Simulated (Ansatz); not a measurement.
Reference: KBr (Fm-3m), PBEsol, rigid bands (plane waves, PAW, scalar-relativistic; Ansatz, a program for electronic structure); axes and stresses refer to this cell.

```
CELL_PARAMETERS angstrom
      0.00000     3.27479     3.27479
      3.27479     0.00000     3.27479
      3.27479     3.27479     0.00000
ATOMIC_POSITIONS crystal
  K  0.00000 0.00000 0.00000
  Br 0.50000 0.50000 0.50000
```

* **hole conductivity mass**: 2.9 mₑ
* **Seebeck coefficient, n-type 1e19 cm⁻³**: -180 μV/K
* **Seebeck coefficient, p-type 1e19 cm⁻³**: 510 μV/K

Problem. Change: functional r2SCAN on the same cell. What happens to hole conductivity mass, Seebeck coefficient, n-type 1e19 cm⁻³, Seebeck coefficient, p-type 1e19 cm⁻³?

Solution. hole conductivity mass grows to 3.0 mₑ; Seebeck coefficient, n-type 1e19 cm⁻³ moves little, to -184 μV/K; Seebeck coefficient, p-type 1e19 cm⁻³ moves little, to 515 μV/K.

Masses are for dilute carriers at 300 K, harmonic means over directions unless an axis is named. Seebeck coefficients are for the stated density at 300 K, with one relaxation time for all states and whether or not that doping can be reached. Spin-orbit coupling is left out unless a row names it; without it hole values are far off for these elements.
